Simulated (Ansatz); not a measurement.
Abridged Ansatz (a quantum-chemistry and plane-wave program) output:

```
Relaxation: its limit of steps is 50 (relax.max_steps)
Pseudopotential: Al, paw, valence charge 3
Pseudopotential: Ti, paw, valence charge 12
Crystal: 4 atoms, lattice volume = 58.911 Å³
Basis set: ecut = 420 eV, 1179 PW (Γ), exchange–correlation on 72×72×72 points (8 copies of the dense FFT grid, shifted against one another)
Bands: 15, of which v1, the nominal top of the filled ones, is band 11 counted from 1 (10 counted from 0)
Symmetry: 16 space group operations
k-points: 405 of 4913
Functional: x = pbesol(κ = 0.804, μ = 0.12345679012345678), c = pbesol(β = 0.046)
SCF iter   1: F=—  HF=-4049.099713 eV  |F-HF|=—  |Δ(HF+E_count)|=         —  Δρ=5.13e-3  dr2=1.57e-2  ethr=1.77e-3  ⟨swp⟩=5.7  Hψ=36107  notcnv=0
SCF iter   2: F=—  HF=-4049.096797 eV  |F-HF|=—  |Δ(HF+E_count)|=   2.92e-3  Δρ=2.07e-3  dr2=2.52e-3  ethr=7.48e-5  ⟨swp⟩=2.0  Hψ=10973  notcnv=0
SCF 1 converged in 7 iterations: F = -4049.096260 eV  dr2 = 1.99e-10
relax step   1: F+E_penalty+E_count = -4049.09626012 eV  Δ(F+E_penalty+E_count) = +0.000e0 eV  max|allowed force component| = 6.072e-18 eV/Å  Δτ_max = 0.0000 Å  (7 SCF iters, accepted)
SCF converged after 7 iterations
Free energy (F): -4049.096260 eV
Internal energy: -4049.082670 eV  (E = F + TS)
E sigma→0 (E₀):  -4049.089465 eV
Entropy (-TS):   -0.013590 eV (-3.398 meV/atom)
Fermi energy:    10.327383 eV
--- Forces (eV/Å), atoms counted from 1 ---
  atom   1  Al    -0.00000000     0.00000000     0.00000000
  atom   2  Al     0.00000000    -0.00000000     0.00000000
  atom   3  Al    -0.00000000    -0.00000000     0.00000000
  atom   4  Ti    -0.00000000     0.00000000     0.00000000
--- Stress (GPa, compression-positive) ---
        7.005053       0.000000       0.000000
        0.000000       7.005053      -0.000000
        0.000000       0.000000       6.717997
  P = ⅓ Tr σ = 6.9094 GPa (69.094 kbar)
--- Relaxed structure (1 steps of the walk, 1 accepted, 0 SCFs on fresh bases) ---
  atoms:
    - { symbol: Al, position: [0.49999999999999994, 0.49999999999999994, 0.0] }
    - { symbol: Al, position: [0.7499999999999999, 0.25, 0.5] }
    - { symbol: Al, position: [0.25, 0.7499999999999999, 0.5] }
    - { symbol: Ti, position: [0.0, 0.0, 0.0] }
```

What was computed, and what are the main results?

TiAl3, 4 atoms in the cell, with PBEsol, PAW, 420 eV (Ansatz; without spin-orbit coupling). The last SCF converged to F = -4049.096260 eV, or -1012.2741 eV per atom, at a pressure of 6.91 GPa. The total energy compares only with runs of the same code, potentials and settings.

The cells carry an imposed strain or load. Whether these cells are dynamically stable was not tested. The final runs are not spin-polarised. The cell was made from TiAl3 (space group I4/mmm, No. 139) by this change: isotropic strain −1.83 %.

Keys are those of Ansatz 0.2.
